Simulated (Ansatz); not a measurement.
Consider a periodic stack without vacuum, hcp Y (0 0 1) on zinc-blende GaAs (1 1 1) (film strained to the substrate, started from cuts of the bulks and a machine-learned relaxation; slabs As12Ga12 and Y16, which can lie off the formulas): substrate slab As12Ga12, film Y16, surface cells [[1, 1], [-2, 1]] and [[0, -2], [2, 2]], film strained by -3.8 and -3.8 %, outermost planes Ga/As and Y/Y as cut, which need not be the usual terminations and can put a slab off its formula. Its start:

```yaml
crystal:
  lattice:
    - [7.03696, 0.00000, -0.11041]
    - [-3.51848, 6.09419, -0.00362]
    - [2.55051, -0.23548, 24.66627]
  atoms:
    - { symbol: As, position: [0.79566, 0.75370, 0.01860] }
    - { symbol: As, position: [0.26788, 0.87424, 0.08502] }
    - { symbol: As, position: [0.89863, 0.24719, 0.08456] }
    - { symbol: As, position: [0.94712, 0.62654, 0.22280] }
    - { symbol: As, position: [0.61072, 0.95680, 0.22171] }
    - { symbol: As, position: [0.27258, 0.28741, 0.21718] }
    - { symbol: As, position: [0.24738, 0.62671, 0.35183] }
    - { symbol: As, position: [0.91238, 0.98123, 0.36296] }
    - { symbol: As, position: [0.58662, 0.30868, 0.34948] }
    - { symbol: As, position: [0.53165, 0.62921, 0.48959] }
    - { symbol: As, position: [0.23310, 0.95241, 0.48436] }
    - { symbol: As, position: [0.86335, 0.35160, 0.51909] }
    - { symbol: Ga, position: [0.23610, 0.19709, 0.03666] }
    - { symbol: Ga, position: [0.62261, 0.38111, 0.07596] }
    - { symbol: Ga, position: [0.40202, 0.59536, 0.07580] }
    - { symbol: Ga, position: [0.28792, 0.95278, 0.18569] }
    - { symbol: Ga, position: [0.94861, 0.28797, 0.18532] }
    - { symbol: Ga, position: [0.62197, 0.62110, 0.19086] }
    - { symbol: Ga, position: [0.59446, 0.96669, 0.32213] }
    - { symbol: Ga, position: [0.24598, 0.28923, 0.31914] }
    - { symbol: Ga, position: [0.93182, 0.65451, 0.32386] }
    - { symbol: Ga, position: [0.91149, 0.02358, 0.46499] }
    - { symbol: Ga, position: [0.57590, 0.31307, 0.44698] }
    - { symbol: Ga, position: [0.19323, 0.59296, 0.45061] }
    - { symbol: Y, position: [0.83436, 0.18866, 0.61837] }
    - { symbol: Y, position: [0.39167, 0.25767, 0.56675] }
    - { symbol: Y, position: [0.86507, 0.74436, 0.56206] }
    - { symbol: Y, position: [0.31233, 0.71218, 0.58203] }
    - { symbol: Y, position: [0.10973, 0.48828, 0.73021] }
    - { symbol: Y, position: [0.61791, 0.50920, 0.68797] }
    - { symbol: Y, position: [0.13253, 0.98332, 0.68809] }
    - { symbol: Y, position: [0.60069, 0.98194, 0.73810] }
    - { symbol: Y, position: [0.83481, 0.25727, 0.86177] }
    - { symbol: Y, position: [0.34094, 0.24778, 0.80958] }
    - { symbol: Y, position: [0.84158, 0.73600, 0.81177] }
    - { symbol: Y, position: [0.34394, 0.74404, 0.86206] }
    - { symbol: Y, position: [0.06113, 0.53985, 0.99662] }
    - { symbol: Y, position: [0.53446, 0.46801, 0.94173] }
    - { symbol: Y, position: [0.06113, 0.99203, 0.92963] }
    - { symbol: Y, position: [0.58849, 0.01158, 0.99671] }
```

The start was prepared with a machine-learned potential, and the result is one local minimum, with the in-plane cell held and forces under 0.04 eV/Å; the film can end far from its bulk form.

Method: PBE (plane waves to 420 eV, PAW; Ansatz, an electronic-structure program). No spin–orbit coupling; the runs are not spin-polarised; PBE gaps are too small against experiment. Its k-point mesh 4×4×1, Fermi–Dirac width 0.05 eV.

Question: Predict the relaxed interface.

Answer: 
| Item | Result |
|---|---|
| interface area | 42.9 Å² |
| period | 24.94 Å |
| heights between the nearest atoms of the two slabs at the two interfaces | 1.69 and 0.78 Å |
| As–Y contacts across the interfaces within 1.22 times the sum of covalent radii | 16, mean 3.01 Å |
| Ga–Y contacts across the interfaces within 1.22 times the sum of covalent radii | 13, mean 3.24 Å |
